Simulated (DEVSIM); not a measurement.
Device: double heterostructure, GaAs between p- and n-type In0.49Ga0.51P, at 350 K.

Layer 1 from the left is In0.49Ga0.51P, thickness (μm) 0.360, Na (cm⁻³) 6.9e17, τn (s) 7.6e-10, τp (s) 7.6e-10. Layer 2 from the left is GaAs, thickness (μm) 0.0880, Nd (cm⁻³) 7.3e15, τn (s) 7.6e-10, τp (s) 7.6e-10. Layer 3 from the left is In0.49Ga0.51P, thickness (μm) 0.200, Nd (cm⁻³) 2.1e17, τn (s) 7.6e-10, τp (s) 7.6e-10.

Left contact: ohmic. Right contact: ohmic. Voltage is applied to the left contact. Recombination: SRH at mid-gap, radiative. Mobility is μmin + (μ − μmin)/(1 + (N/Nref)^α).

Constants are typed, rounded textbook-type inputs, not results; the design itself was drawn at random and stands for no fabricated device. Values at 300 K; Nc and Nv go as T^1.5, mobilities as T to minus their exponent, the gap by Varshni's rule with the affinity fixed.

In0.49Ga0.51P: gap (eV) 1.89, affinity (eV) 4, permittivity 11.8, Nc (cm⁻³) 9e17, Nv (cm⁻³) 1.3e19, μn (cm²/Vs) 1500, μp (cm²/Vs) 80, μn,min 400, μp,min 15, Nref,n 2e16, Nref,p 1.5e17, αn 0.7, αp 0.8, T exponent of μn 1.66, T exponent of μp 2, B (cm³/s) 1e-10, Varshni α (eV/K) 0.0005, Varshni β (K) 250. GaAs: gap (eV) 1.424, affinity (eV) 4.07, permittivity 12.9, Nc (cm⁻³) 4.7e17, Nv (cm⁻³) 9e18, μn (cm²/Vs) 8500, μp (cm²/Vs) 400, μn,min 500, μp,min 20, Nref,n 6e16, Nref,p 1.5e17, αn 0.39, αp 0.38, T exponent of μn 2.1, T exponent of μp 2.2, B (cm³/s) 2e-10, Varshni α (eV/K) 0.000541, Varshni β (K) 204.

Model (solved in DEVSIM): 1D drift-diffusion, Boltzmann statistics, complete ionisation; no tunnelling, impact ionisation, image-force lowering or self-heating. Band offsets follow the typed affinities; no thermionic-emission limit at abrupt steps, no polarisation charge.

### Question
What does the simulation give for the dark forward voltage at 100 A/cm², the potential step across the device at zero bias, the dark forward voltage at 1 A/cm²?

### Answer
dark forward voltage at 100 A/cm² 1.287 V; potential step across the device at zero bias 1.723 V; dark forward voltage at 1 A/cm² 0.994 V.
